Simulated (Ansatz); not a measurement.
Start from Sn (space group I4_1/amd, No. 141; a = 5.833 Å, c = 3.158 Å).

All numbers come from PBEsol (Ansatz, a quantum-chemistry and plane-wave program, PAW, without spin-orbit coupling), earlier PAW set.

For the base:

- Lattice parameter a = 5.833 Å

One thing is altered: Pt takes the place of Sn on all its sites; the structure is relaxed again.

Q: What does the calculation give for the lattice parameter a after the change?

A: The lattice parameter a shrinks by 0.865 Å to 4.968 Å.

No phonon test of stability was made. As relaxed here, Pt is a hypothetical phase, not in the database extracts checked. The final runs are not spin-polarised.
